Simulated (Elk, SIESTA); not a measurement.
An Elk input for a self-consistent single point of ZrBeB (P-6m2, 3 atoms in the cell) (DFT, PBEsol, all-electron FP-LAPW, Elk's shipped species files, APW+lo basis with extra local orbitals):

```
tasks
  0

xctype
  22

rgkmax
  8.0

gmaxvr
  16.0

nxlo
  2

lorbcnd
  .true.

rmtscf
  0.97

lmaxi
  3

stype
  0

swidth
  0.00367493

scale
  6.321143002

avec
    1.0000000000   -0.0000000625    0.0000000000
   -0.4999999459    0.8660254350    0.0000000000
    0.0000000000    0.0000000000    1.0242436651

atoms
  3   : nspecies
  'Zr.in'   : spfname
  1   : natoms; atposl, bfcmt below
  0.0000000000  0.0000000000  0.0000000000    0.0 0.0 0.0
  'Be.in'   : spfname
  1   : natoms; atposl, bfcmt below
  0.3333333333  0.6666666667  0.5000000000    0.0 0.0 0.0
  'B.in'   : spfname
  1   : natoms; atposl, bfcmt below
  0.6666666667  0.3333333333  0.5000000000    0.0 0.0 0.0

ngridk
  11 11 9
```

Give the SIESTA input for the same structure, mesh, smearing and functional.

This is the input that was run; spellings and numerical settings could be chosen otherwise.

```
# files in the folder: Zr.psml Be.psml B.psml (PseudoDojo PBEsol standard)
SystemName  ZrBeB
SystemLabel zrbeb

NumberOfAtoms                3
NumberOfSpecies              3
%block ChemicalSpeciesLabel
  1 40 Zr
  2 4 Be
  3 5 B
%endblock ChemicalSpeciesLabel
LatticeConstant              1.0 Ang
%block LatticeVectors
     3.345005000    0.000000000    0.000000000
    -1.672502000    2.896859000    0.000000000
     0.000000000    0.000000000    3.426100000
%endblock LatticeVectors
AtomicCoordinatesFormat      Ang
%block AtomicCoordinatesAndAtomicSpecies
     0.000000000    0.000000000    0.000000000  1
    -0.000001339    1.931240299    1.713050000  2
     1.672504339    0.965618701    1.713050000  3
%endblock AtomicCoordinatesAndAtomicSpecies

XC.functional                GGA
XC.authors                   PBEsol
PAO.BasisSize                DZP
PAO.EnergyShift              0.01 Ry
PAO.Polarization.NonPerturbative true
MeshCutoff                   400 Ry
%block kgrid.MonkhorstPack
   11   0   0  0.0
    0  11   0  0.0
    0   0   9  0.0
%endblock kgrid.MonkhorstPack
OccupationFunction           MP
OccupationMPOrder            0
ElectronicTemperature        100.0 meV

MaxSCFIterations             150
SCF.Mixer.Method             Pulay
SCF.Mixer.Weight             0.25
SCF.Mixer.History            6
SCF.DM.Tolerance             1.0E-05
Diag.ParallelOverK           true
WriteForces                  true
Charge.Mulliken              end
```

Basis, cutoffs, solver keys and any potentials are the target program's own. This input uses DFT, GGA PBEsol, numerical atomic orbitals DZP, PseudoDojo PBEsol standard norm-conserving potentials (rewritten from UPF to PSML).

The starting cell comes from a database of computed structures (which also holds hypothetical and non-ambient phases and stackings), without a prior relaxation at this level. For this run, on top of that: lattice scaled by 0.98.
